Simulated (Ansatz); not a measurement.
Electronic density of states of amorphous Hf9Al24O54, density 5.28 g/cm³, on a 2×2×2 Γ-centred mesh with a Gaussian width of 0.1 eV; energies count from the Fermi level, whose place inside the gap is arbitrary. Cell and mesh are small, so fine structure isn't converged. All values below come from PBE, scalar-relativistic without spin-orbit coupling (plane waves to 420 eV, PAW; Ansatz, a quantum-chemistry and plane-wave program). Sampling: a 2×2×2 Γ-centred mesh; Fermi-Dirac width 0.02 eV; no spin polarisation. At PBE the levels at the filled edge of the gap are localised (band-tail or defect states), and the nearest spread-out levels lie 4.1 eV apart at the zone centre.

A CHGNet melt-quench gave the starting glass, which DFT then relaxed. O atoms were pushed apart under 1.9 Å during the dynamics, to hinder bonds among them. The hot cell started wider than the set density and was brought back towards it in steps. It is the lowest in DFT energy of 2 quenches. It is a model cell: composition and starting density were chosen by hand, and all elements were melted together. No dispersion term was used. A short ab initio anneal came between quench and relaxation. Its density started from a set value of 5.28 and ended at 5.28 g/cm³. The quench (nominally 380 K/ps over its main leg) was far faster than any real one, so the model tends to hold more defects than a real film. Values belong to this one cell and scatter from quench to quench. The volume was held where the preparation left it and the shape relaxed, at a PBE pressure of 0.6 GPa. Stress components on the final sampling reach 0.7 GPa.

```csv
E - EF (eV),states/(eV atom)
-12.00,0.22
-11.90,0.01
-11.80,0.00
-11.70,0.00
-11.60,0.00
-11.50,0.00
-11.40,0.00
-11.30,0.00
-11.20,0.00
-11.10,0.00
-11.00,0.00
-10.90,0.00
-10.80,0.00
-10.70,0.00
-10.60,0.00
-10.50,0.00
-10.40,0.00
-10.30,0.00
-10.20,0.00
-10.10,0.00
-10.00,0.00
-9.90,0.00
-9.80,0.00
-9.70,0.00
-9.60,0.00
-9.50,0.00
-9.40,0.00
-9.30,0.00
-9.20,0.00
-9.10,0.00
-9.00,0.00
-8.90,0.00
-8.80,0.01
-8.70,0.04
-8.60,0.10
-8.50,0.12
-8.40,0.16
-8.30,0.20
-8.20,0.18
-8.10,0.23
-8.00,0.31
-7.90,0.35
-7.80,0.40
-7.70,0.36
-7.60,0.33
-7.50,0.32
-7.40,0.28
-7.30,0.29
-7.20,0.34
-7.10,0.34
-7.00,0.36
-6.90,0.45
-6.80,0.46
-6.70,0.46
-6.60,0.49
-6.50,0.54
-6.40,0.52
-6.30,0.48
-6.20,0.55
-6.10,0.60
-6.00,0.57
-5.90,0.56
-5.80,0.61
-5.70,0.68
-5.60,0.71
-5.50,0.68
-5.40,0.65
-5.30,0.66
-5.20,0.65
-5.10,0.66
-5.00,0.71
-4.90,0.71
-4.80,0.68
-4.70,0.70
-4.60,0.75
-4.50,0.72
-4.40,0.72
-4.30,0.73
-4.20,0.74
-4.10,0.81
-4.00,0.80
-3.90,0.75
-3.80,0.77
-3.70,0.80
-3.60,0.84
-3.50,0.82
-3.40,0.79
-3.30,0.81
-3.20,0.84
-3.10,0.83
-3.00,0.84
-2.90,0.81
-2.80,0.73
-2.70,0.64
-2.60,0.59
-2.50,0.57
-2.40,0.49
-2.30,0.37
-2.20,0.34
-2.10,0.32
-2.00,0.24
-1.90,0.20
-1.80,0.07
-1.70,0.01
-1.60,0.00
-1.50,0.00
-1.40,0.00
-1.30,0.00
-1.20,0.00
-1.10,0.00
-1.00,0.00
-0.90,0.00
-0.80,0.00
-0.70,0.00
-0.60,0.00
-0.50,0.00
-0.40,0.00
-0.30,0.00
-0.20,0.00
-0.10,0.00
0.00,0.00
0.10,0.00
0.20,0.00
0.30,0.00
0.40,0.00
0.50,0.00
0.60,0.00
0.70,0.00
0.80,0.00
0.90,0.00
1.00,0.00
1.10,0.00
1.20,0.00
1.30,0.00
1.40,0.00
1.50,0.00
1.60,0.00
1.70,0.00
1.80,0.01
1.90,0.01
2.00,0.01
2.10,0.05
2.20,0.13
2.30,0.15
2.40,0.11
2.50,0.14
2.60,0.20
2.70,0.24
2.80,0.25
2.90,0.31
3.00,0.41
3.10,0.37
3.20,0.33
3.30,0.34
3.40,0.33
3.50,0.32
3.60,0.30
3.70,0.30
3.80,0.29
3.90,0.33
4.00,0.31
4.10,0.30
4.20,0.30
4.30,0.32
4.40,0.31
4.50,0.30
4.60,0.27
4.70,0.29
4.80,0.31
4.90,0.27
5.00,0.29
5.10,0.31
5.20,0.31
5.30,0.31
5.40,0.36
5.50,0.34
5.60,0.33
5.70,0.36
```

The level gap on this mesh is 3.71 eV; the broadening fills part of it in the curve.
